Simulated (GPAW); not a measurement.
# Pressure against volume in Cu3Au-type Al3Sc (space group 221) (GPAW, PBEsol)

```
CELL_PARAMETERS angstrom
      3.98096     0.00000     0.00000
      0.00000     3.98096     0.00000
      0.00000     0.00000     3.98096
ATOMIC_POSITIONS crystal
  Sc 0.00000 0.00000 0.00000
  Al 0.00000 0.50000 0.50000
  Al 0.50000 0.00000 0.50000
  Al 0.50000 0.50000 0.00000
```

Method: PBEsol, GPAW PAW datasets PBEsol (made by gpaw-setup) (plane waves; GPAW). Settings: mode = pw; ecut = 780 eV; xc = PBEsol; kpts = 14 14 14; mesh shift (steps) = 0 0 0; occupations.name = fermi-dirac; occupations.width = 0.05 eV; nbands = -10; convergence.density = 1e-05 e/electron; symmetry.symmorphic = false; symmetry.tolerance = 0.0005; maxiter = 120. The cell above is the first row's. The rows scale it uniformly. In all rows fractional positions and the k mesh are held.

| V (Å^3/atom) | P (GPa) |
|---|---|
| 15.773 | ? |
| 16.115 | 4.86 |
| 16.458 | 2.61 |
| 16.801 | 0.58 |
| 17.144 | -1.25 |
| 17.487 | -2.91 |
| 17.830 | -4.39 |
| 18.173 | -5.73 |
| 18.516 | -6.93 |

Task: Fit P against V with a cubic, and predict the withheld value at V = 15.773.

Result: With u = V - 17.3, the rows have u = -1.1850, -0.8420, -0.4990, -0.1560, 0.1870, 0.5300, 0.8730, 1.2160. Least squares gives P = -2.027 - 4.8376·u + 0.7428·u² - 0.0663·u³. Residuals (row less fit): 0.001, -0.002, 0.000, 0.004, -0.004, 0.002, -0.002, 0.000; standard error 0.003 (degrees of freedom: 4). The fitted pressure is zero at V0 = 16.91, where dP/dV = -5.454, so B0 = -V0·dP/dV = 92.2 GPa. At the withheld row, u = -1.5270, so P = -2.027 - 4.8376 × (-1.5270) + 0.7428 × (-1.5270)² - 0.0663 × (-1.5270)³ = 7.328 GPa. The calculation gives 7.35 GPa, 0.022 GPa above the prediction (0.2 % of the range of P in the table). The row lies outside the fitted rows, so this is an extrapolation. From the scatter of the fitted rows alone, a prediction at this place has a standard error of 0.009 GPa, so the miss is 2.4 times that.

Carrying the step between the two nearest rows on in a straight line would have given 7.10, off by 0.25; series whose last step already gives the withheld value aren't shown. The scan was laid around a cell of about the measured size, scaled by a guess for this functional. The runs keep the symmetry of the cell, so they don't test it for distortions. Cutoffs and mesh are single choices, not tested for convergence of this quantity. Series with a scatter that would blur these digits, or in which a gap closes, are not shown.
